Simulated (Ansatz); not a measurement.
Base system: Al in the fcc (Cu type) structure (space group Fm-3m, No. 225; a = 4.0155 Å; relaxed with 0.1 eV smearing).

Calculations: PBEsol (Ansatz, an electronic-structure program), no SOC.

For the base:

The pressure comes out as 0.0 GPa.

Perturbation: an isotropic linear strain of +2.50 %; the atoms relax in the strained cell.

Problem. Predict the new energy relative to the base and pressure.

Solution. The energy goes up by 21 meV/atom; the pressure goes from zero to -5.1 GPa.

Whether these cells are dynamically stable was not tested.
